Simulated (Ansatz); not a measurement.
Base system: Si in the diamond structure (space group Fd-3m, No. 227; a = 5.470 Å).

The values are results of PBE/PAW in Ansatz (a first-principles code), spin-orbit coupling left out, not measurements.

Base values:

* **Band gap**: 0.61 eV
* **Hole mass**: 0.16, 0.27, 0.27 mₑ (at Γ)
* **Density**: 2.28 g/cm³

Now apply this change: cell and atoms relaxed at a pressure of 0.7 GPa.

Problem. Estimate the effect on the band gap, hole mass and density.

Solution. The band gap drops by 0.01 eV (0.61 eV → 0.60 eV); the hole mass (degenerate bands, along [100]) is still 0.16, 0.27, 0.27 mₑ (at Γ); the density increases by 0.02 g/cm³, from 2.28 g/cm³ to 2.30 g/cm³.

Load acts through the strain it causes; cell and atoms are relaxed under it. Effective masses come from finite differences of ±0.01 Å⁻¹. Stability against distortions was not tested.
